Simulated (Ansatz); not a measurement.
An Ansatz (an electronic-structure program) run: TiO2 with a change (uniaxial strain ε_xx = +1.80 %); LDA in Ansatz (plane waves to 420 eV, PAW, no spin-orbit coupling).

Input:

Ansatz 0.2 input:
```yaml
crystal:
  lattice:
    - [4.629965438, 0, 0]
    - [0, 4.5480996444, 0]
    - [0, 0, 2.9171079033]
  atoms:
    - { symbol: Ti, position: [0, 0, 0] }
    - { symbol: Ti, position: [0.5, 0.5, 0.5] }
    - { symbol: O, position: [0.3039644744, 0.3039644744, 0] }
    - { symbol: O, position: [0.8039644744, 0.1960355256, 0.5] }
    - { symbol: O, position: [0.1960355256, 0.8039644744, 0.5] }
    - { symbol: O, position: [0.6960355256, 0.6960355256, 0] }
basis: { ecutwfc: 420, ecutrho_ratio: 4, xc_grid: 2, fft_grid_basis: typed }
kpoints: { mp_grid: { grid: [7, 7, 11] } }
hamiltonian:
  xc: lda
  dispersion: none
  pseudopotentials: { kind: paw }
scf: { occupations: { method: fermi_dirac, width: 0.05 }, convergence: { dr2_threshold: 0.0000000006 } }
relax: { f_tol: 0.005, max_steps: 50 }
output: { forces: true, stress: true }
checkpoint: { write: state.ck, write_every: 1000 }
```

Output (explanatory and most iteration lines left out):

```
Relaxation: its limit of steps is 50 (relax.max_steps)
Pseudopotential: Ti, paw, valence charge 12
Pseudopotential: O, paw, valence charge 6
Crystal: 6 atoms, lattice volume = 61.427 Å³
Basis set: ecut = 420 eV, 1185 PW (Γ), exchange–correlation on 64×64×40 points (8 copies of the dense FFT grid, shifted against one another)
Bands: 30, of which v1, the nominal top of the filled ones, is band 24 counted from 1 (23 counted from 0)
Symmetry: 8 space group operations
Space group: Pnnm (ITA 58), of the structure as read, at distance tolerance 3.9e-5 Å
k-points: 96 of 539
Functional: x = slater, c = lda
SCF iter   1: F=—  HF=-7130.442321 eV  |F-HF|=—  |Δ(HF+E_count)|=         —  Δρ=2.36e-2  dr2=3.24e-1  ethr=1.77e-3  ⟨swp⟩=5.1  Hψ=11531  notcnv=0
SCF iter   2: F=—  HF=-7130.391888 eV  |F-HF|=—  |Δ(HF+E_count)|=   5.04e-2  Δρ=1.25e-2  dr2=7.41e-2  ethr=6.75e-4  ⟨swp⟩=2.1  Hψ=5161  notcnv=0  defer=93
SCF 1 converged in 9 iterations: F = -7130.376563 eV  dr2 = 1.18e-10
relax step   1: F+E_penalty+E_count = -7130.37656341 eV  Δ(F+E_penalty+E_count) = +0.000e0 eV  max|allowed force component| = 8.186e-2 eV/Å  Δτ_max = 0.0000 Å  (9 SCF iters, accepted)
Crystal: 6 atoms, lattice volume = 61.427 Å³
SCF iter   1: F=—  HF=-7130.377747 eV  |F-HF|=—  |Δ(HF+E_count)|=         —  Δρ=5.43e-4  dr2=1.18e-4  ethr=2.27e-7  ⟨swp⟩=2.0  Hψ=8936  notcnv=0  defer=103
SCF iter   2: F=—  HF=-7130.377730 eV  |F-HF|=—  |Δ(HF+E_count)|=   1.76e-5  Δρ=3.27e-4  dr2=4.48e-5  ethr=2.27e-7  ⟨swp⟩=1.0  Hψ=2774  notcnv=0  defer=103
SCF 2 converged in 7 iterations: F = -7130.377718 eV  dr2 = 1.20e-10
relax step   2: F+E_penalty+E_count = -7130.37771809 eV  Δ(F+E_penalty+E_count) = -1.155e-3 eV  max|allowed force component| = 5.184e-2 eV/Å  Δτ_max = 0.0069 Å  (7 SCF iters, accepted)
Crystal: 6 atoms, lattice volume = 61.427 Å³
SCF iter   1: F=—  HF=-7130.378812 eV  |F-HF|=—  |Δ(HF+E_count)|=         —  Δρ=1.23e-3  dr2=5.62e-4  ethr=1.37e-5  ⟨swp⟩=2.5  Hψ=6505  notcnv=0  defer=107
SCF iter   2: F=—  HF=-7130.378738 eV  |F-HF|=—  |Δ(HF+E_count)|=   7.38e-5  Δρ=7.38e-4  dr2=2.20e-4  ethr=1.17e-6  ⟨swp⟩=1.0  Hψ=3648  notcnv=0  defer=107
SCF 3 converged in 7 iterations: F = -7130.378690 eV  dr2 = 4.07e-10
relax step   3: F+E_penalty+E_count = -7130.37868985 eV  Δ(F+E_penalty+E_count) = -9.718e-4 eV  max|allowed force component| = 7.614e-4 eV/Å  Δτ_max = 0.0163 Å  (7 SCF iters, accepted)
SCF converged after 7 iterations
Free energy (F): -7130.378690 eV
Internal energy: -7130.378690 eV  (E = F + TS)
E sigma→0 (E₀):  -7130.378690 eV
Fermi energy:    9.863234 eV
--- Forces (eV/Å), atoms counted from 1 ---
  atom   1  Ti    -0.00000000     0.00000000    -0.00000000
  atom   2  Ti    -0.00000000     0.00000000    -0.00000000
  atom   3  O      0.00076142     0.00064304    -0.00000000
  atom   4  O      0.00076142    -0.00064304    -0.00000000
  atom   5  O     -0.00076142     0.00064304    -0.00000000
  atom   6  O     -0.00076142    -0.00064304     0.00000000
--- Stress (GPa, compression-positive) ---
       -5.266148       0.000000       0.000000
        0.000000      -3.618659       0.000000
        0.000000       0.000000      -3.032856
  P = ⅓ Tr σ = -3.9726 GPa (-39.726 kbar)
--- Relaxed structure (3 steps of the walk, 3 accepted, 0 SCFs on fresh bases) ---
  atoms:
    - { symbol: Ti, position: [1.0399267392907242e-35, 0.0, -1.8568658233250285e-35] }
    - { symbol: Ti, position: [0.5, 0.5, 0.5000000000000001] }
    - { symbol: O, position: [0.3080503836608181, 0.3010328442488594, 6.395871169230654e-35] }
    - { symbol: O, position: [0.8080503836608182, 0.1989671557511406, 0.5000000000000001] }
    - { symbol: O, position: [0.1919496163391819, 0.8010328442488593, 0.5000000000000001] }
    - { symbol: O, position: [0.691949616339182, 0.6989671557511407, 2.2695026729528127e-35] }
```

No phonon test of stability was made. The final runs are not spin-polarised. The cell was made from TiO2 in the rutile structure (space group P4_2/mnm, No. 136) by this change: uniaxial strain ε_xx = +1.80 %.
